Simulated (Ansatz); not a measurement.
**Fermi-surface data of TiC under load (space group Fm-3m)**

Here is the system:

```
CELL_PARAMETERS angstrom
      0.00000     2.13360     2.13360
      2.13360     0.00000     2.13360
      2.13360     2.13360     0.00000
ATOMIC_POSITIONS crystal
  Ti 0.00000 0.00000 0.00000
  C  0.50000 0.50000 0.50000
```

The numbers are results of PBEsol, rigid bands (plane waves, PAW, scalar-relativistic; Ansatz, an electronic-structure program), not measurements. Condition of this run: hydrostatic pressure 5 GPa (the target of the relaxation). Cell: cell and atoms relaxed with PBEsol, then loaded as said.

```yaml
density of states at the Fermi level: 0.284 states/(eV·cell), both spins
bare Sommerfeld coefficient: 0.33 mJ/(mol of atoms·K²)
drude_plasma_energy: 3.6 eV
root-mean-square Fermi velocity: 5.9e5 m/s
resistivity times τ: 37 ×10⁻²² Ω·m·s
```

A metal at this level (no band gap); rigid bands, thermally averaged at 300 K, both spins. Spin-orbit coupling is left out. τ is one relaxation time for all states.
